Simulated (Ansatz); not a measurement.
Be₃N₂ (Ia-3, No. 206): bulk modulus B0 by level of theory

No measured value is used here.

```tsv
level (code)	value (GPa)
LDA (Ansatz)	…
PBEsol (Ansatz)	221
r²SCAN (Ansatz)	227
```

### Question
What belongs in the gaps?

### Answer

- LDA (Ansatz, a quantum-chemistry and plane-wave program), value (GPa): 234

Each level is taken at its own relaxed cell. Cutoffs differ between the levels. Ansatz's density-functional and Hartree–Fock values are scalar-relativistic unless marked +SOC, with PAW data made under PBE.
